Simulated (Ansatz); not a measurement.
## H on the 1x1 (110) surface of zinc-blende GaAs (cut with top plane As + Ga), one in a 2x1 cell, started at the site 'hollow As-As-Ga-Ga'

Host crystal: zinc-blende GaAs, with a band gap (PBE, scalar-relativistic without spin-orbit coupling).

All values below come from PBE (plane waves to 420 eV, PAW; Ansatz, a first-principles code).

Set-up: 21 atoms, 8.6 Å thick at the start under the adsorbate (thin: gaps and levels are the slab's own); mesh 3x4x1; 0.01 eV smearing; dipole correction on; 8 atoms held, the rest relaxed; symmetry of the start imposed; spin-polarised, no spin-orbit, no U, no dispersion correction. The starting moment vanished. At the end it is bonded to As. In PBE this state lies 0.16 eV over the lowest of the starts that converged ('bridge As-Ga (span 5.0 Å)').

| Item | Result |
|---|---|
| adsorption energy against ½ H2(g) | 0.81 eV |
| change of the step from the bottom to the top vacuum level, against the clean slab | -0.72 eV |
| energy released by relaxation | 1.34 eV |
| height of the binding atom over the mean of the host atoms within 0.3 Å of the top one | 0.754 Å |
| magnetic moment of the cell | 0.00 μB |
| nearest host atoms of the binding atom | As at 1.53 Å, Ga at 3.19 Å, Ga at 3.37 Å |
| largest move of a host atom | 0.37 Å |
| note | in the relaxation the adsorbate left its starting site by 2.0 Å |
| cost | about 110 core-minutes (a rough figure) |

A negative adsorption energy means that the adsorbate is more stable on the surface than in its reference.
